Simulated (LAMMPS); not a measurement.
MD of ZnO (wurtzite) at zero pressure, 432 atoms, as a liquid; each row is its own run.

Method: classical MD, Buckingham potential of Lewis and Catlow, J. Phys. C 18, 1149 (1985), first set, used with rigid ions (no shells), PPPM sums, short-range terms cut at 10 Å, modified for these runs by an r^-4 repulsive force inside the short-range force's maximum; code LAMMPS.

```csv
T (K),D(O) (cm²/s)
2020,1.06e-5
2250,2.09e-5
2480,3.12e-5
2810,4.76e-5
3600,8.72e-5
```

Q: Fit an Arrhenius law, ln y = a + b / x, to these rows (x is the first column, y the second) and predict the run at x = 3150.

A: Least squares gives a = -6.6149 and b = -9528. The slope times kB gives an activation energy of 0.82 eV. At x = 3150 the fit predicts 6.51e-5 cm²/s. The run itself gave (7.1 ± 0.3) × 10^-5 cm²/s, so the fit is 8.3 % low.

Caution: the potential ionic pair potential lewis1985a is fitted to static crystal properties with a polarisable anion, which is rigid here.

Caution: at ambient pressure real ZnO sublimes or decomposes before or as it melts, so this liquid is the model's.

Caution: a run this short can hold a crystal over, or a liquid under, the potential's own melting point, which these runs don't give.

Errors of D are the spread over four groups of atoms in one short run; a floor of about 5 %, a picked value, is safer.
